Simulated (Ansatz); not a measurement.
**Cubic perovskite SrFeO3 (structure not from a measured cell)**

Computed with LDA (Ansatz, a program for electronic structure, hard PAW).

Run with plane-wave cutoff 930 eV, 10×10×10 k mesh, Fermi–Dirac smearing 0.05 eV, ferromagnetic start, spin-polarised start.

Cell: relaxed at this level.

```
Property                                Value
------------------------------  -------------
volume per atom                 10.44 Å³/atom
equilibrium lattice constant a        3.737 Å
```

Note: the magnetic order was assumed, not searched for or taken from measurement; the relaxation could not lower the start's symmetry, so the cell can be a saddle point above a distorted one.
